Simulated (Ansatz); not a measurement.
## What isotropic strain +2.50 % does to ZrB2

Take ZrB2 (space group P6/mmm, No. 191; a = 3.171 Å, c = 3.542 Å; relaxed with 0.1 eV smearing) as the base.

Now apply this change: every lattice vector is stretched by 2.50 %; the atoms relax in the strained cell.

Level of theory: PBE (Ansatz, a quantum-chemistry and plane-wave program; PAW; 420 eV plane waves; spin-orbit coupling left out). Settings: 21×21×16 k-points, 0.1 eV Fermi–Dirac smearing.

```csv
quantity,base,changed,shift
volume per atom,10.28 Å³,11.07 Å³,+0.79 Å³
space group,P6/mmm (No. 191),P6/mmm (No. 191),–
energy relative to the base (free energy F),0 meV/atom,+40 meV/atom,+40 meV/atom
band gap,zero,zero,–
```

Cost of the whole job for the changed cell (relaxation, final SCF and bands): around 13 core-seconds (rough).

Stability against distortions was not tested. The final runs are not spin-polarised.
